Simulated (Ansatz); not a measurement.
## SiC under a change: isotropic strain +0.49 %

The reference is SiC (space group P6_3mc, No. 186; a = 3.095 Å, c = 15.186 Å).

It is then changed as follows: an isotropic linear strain of +0.49 %; the atoms relax in the strained cell.

Computed with PBE/PAW in Ansatz (a program for electronic structure), no SOC, earlier PAW set. k-mesh 10×10×2 (Γ-centred); smearing 0.05 eV (Fermi–Dirac).

Volume per atom: 10.65 Å³ (base 10.50 Å³)
Space group: P6_3mc (No. 186) (base P6_3mc (No. 186))
Shortest interatomic distance: 1.903 Å (base 1.894 Å)
Energy relative to the base (free energy F): +1.5 meV/atom
Pressure (mean of the normal stresses, compression positive): -3.04 GPa (base 0.00 GPa)
Band gap: 2.03 eV (an upper bound: an edge found on the path is not a true extremum; both cells) (base 2.03 eV)

Final structure:

```
SiC
1.0
    3.11016     0.00000     0.00000
   -1.55508     2.69348     0.00000
    0.00000     0.00000    15.26090
Si C
6 6
Direct
  0.00000   0.00000   0.99982
  0.00000   0.00000   0.49982
  0.66667   0.33333   0.83309
  0.33333   0.66667   0.33309
  0.66667   0.33333   0.16660
  0.33333   0.66667   0.66660
  0.00000   0.00000   0.87447
  0.00000   0.00000   0.37447
  0.66667   0.33333   0.70810
  0.33333   0.66667   0.20810
  0.66667   0.33333   0.04161
  0.33333   0.66667   0.54161
```

Whether these cells are dynamically stable was not tested.
